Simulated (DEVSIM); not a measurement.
Structure: abrupt Si n-p junction, at 350 K.

Layer 1 from the left is Si, thickness (μm) 0.680, Nd (cm⁻³) 1.8e19, τn (s) 1.6e-6, τp (s) 1.6e-6. Layer 2 from the left is Si, thickness (μm) 230, Na (cm⁻³) 3.3e16, τn (s) 1.6e-6, τp (s) 1.6e-6.

Left contact: ohmic. Right contact: ohmic. Voltage is applied to the left contact. Recombination: SRH at mid-gap. Mobility is μmin + (μ − μmin)/(1 + (N/Nref)^α).

Constants are typed, rounded textbook-type inputs, not results; the design itself was drawn at random and stands for no fabricated device. Values at 300 K; Nc and Nv go as T^1.5, mobilities as T to minus their exponent, the gap by Varshni's rule with the affinity fixed.

Si: gap (eV) 1.124, affinity (eV) 4.05, permittivity 11.7, Nc (cm⁻³) 2.86e19, Nv (cm⁻³) 3.1e19, μn (cm²/Vs) 1417, μp (cm²/Vs) 470, μn,min 52, μp,min 45, Nref,n 9.7e16, Nref,p 2.2e17, αn 0.68, αp 0.72, T exponent of μn 2.3, T exponent of μp 2.2, Varshni α (eV/K) 0.000473, Varshni β (K) 636.

Question: Estimate by hand the built-in potential, the peak field at zero bias, and compare with a numerical solution.

Answer: 
- Built-in potential: ni = √(Nc Nv) exp(−Eg/2kT) = 3.78e11 cm⁻³ with Eg = 1.111 eV; Vbi = kT/q ln(Na Nd/ni²) = 0.876 V; numerical 0.876 V.
- Peak field at zero bias: depletion approximation: W = √(2εVbi/(qN)) = 0.185 μm with N = 3.29e16 cm⁻³; field = 2Vbi/W = 94500 V/cm; numerical 253000 V/cm (estimate below by 63 %).

DEVSIM, 1D drift-diffusion, Boltzmann statistics, complete ionisation; no tunnelling, impact ionisation, image-force lowering or self-heating.
